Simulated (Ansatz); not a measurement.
Consider LaRu2P2 (space group I4/mmm, No. 139; a cell from a computed database, its experimental status unchecked).

```
LaRu2P2
1.0
   -2.00679     2.00679     5.30089
    2.00679    -2.00679     5.30089
    2.00679     2.00679    -5.30089
La P Ru
1 2 2
Direct
  0.00000   0.00000   0.00000
  0.64085   0.64085   0.00000
  0.35915   0.35915   0.00000
  0.75000   0.25000   0.50000
  0.25000   0.75000   0.50000
```

Cartesian axes are those of the cell as printed.

Calculations: PBEsol (Ansatz, a program for electronic structure; PAW; 420 eV plane waves; without spin-orbit coupling).

Perturbation: an isotropic linear strain of +1.27 %, atoms relaxed at fixed cell.

Q: Predict the stress tensor and what it implies for the stiffness.

A: Stress of the strained cell less that of the base (GPa, compression positive):
```
   -6.0     0.0     0.0
    0.0    -6.0     0.0
    0.0     0.0    -3.2
```

Then B = −ΔP/(ΔV/V₀) with ΔV/V₀ = 0.0386 gives secant stiffness values (nonlinear terms included at this strain): B (at held cell shape, above the free-shape value) ≈ 131 GPa.

As a check, the harmonic strain energy −½ V₀ Δσ:ε is 10 meV/atom; the computed energy rise is 11 meV/atom.

Whether these cells are dynamically stable was not tested. All final runs are without spin polarisation. An odd electron count without spin: LaRu2P2.
